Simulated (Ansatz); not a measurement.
The parent structure is BAs in the zinc blende structure (space group F-43m, No. 216).

```xyz
2
Lattice="0.0000 2.3839 2.3839 2.3839 0.0000 2.3839 2.3839 2.3839 0.0000" Properties=species:S:1:pos:R:3 pbc="T T T"
B      0.0000     0.0000     0.0000
As     1.1920     1.1920     1.1920
```

Method: PBEsol (Ansatz, a first-principles code), spin-orbit coupling left out.

One change was made to it. Results:

The volume per atom drops by 0.75 Å³, from 13.55 Å³ to 12.80 Å³; the smallest direct gap rises by 0.07 eV to 3.32 eV; the band gap falls by 0.057 eV (1.08 eV → 1.03 eV).

Question: What was done to the base?
A) pressure 9 GPa
B) pressure 2.1 GPa
C) pressure 30 GPa

Answer: A, pressure 9 GPa. For comparison, the band gap in the other runs: pressure 2.1 GPa gives 1.07 eV; pressure 30 GPa gives 0.92 eV.

Load acts through the strain it causes; cell and atoms are relaxed under it. No phonon test of stability was made. No other phases were tried under pressure.
